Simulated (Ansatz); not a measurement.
**Effect of isotropic strain +2.50 % on YN**

Base system: YN in the rock salt structure (space group Fm-3m, No. 225; a = 4.8957 Å).

One thing is altered: every lattice vector is stretched by 2.50 %, atoms relaxed at fixed cell.

Level of theory: plane-wave PAW DFT at the r2SCAN level (Ansatz, a program for electronic structure, 500 eV), no spin-orbit coupling. Settings: 12×12×12 k-points, 0.05 eV Fermi–Dirac smearing.

The space group stays Fm-3m (No. 225) and the shortest interatomic distance goes up by 0.061 Å (2.448 Å → 2.509 Å). The energy grows by 40 meV/atom and the band gap increases by 0.11 eV (0.58 eV → 0.69 eV). The gap character remains indirect, Γ → X and the smallest direct gap goes up by 0.163 eV, from 0.98 eV to 1.15 eV. The mean gap deformation potential ΔEg/Δln V amounts to +1.5 eV and the electron mass changes from 1.3 mₑ along k, 0.15 mₑ across (at X) to 1.3 mₑ along k, 0.17 mₑ across (at X). The hole mass (degenerate bands, along [100]) is still 0.17, 1.1, 1.1 mₑ (at Γ).

Effective masses come from finite differences of ±0.01 Å⁻¹. Along k means along the line from Γ to the band edge. Whether these cells are dynamically stable was not tested.
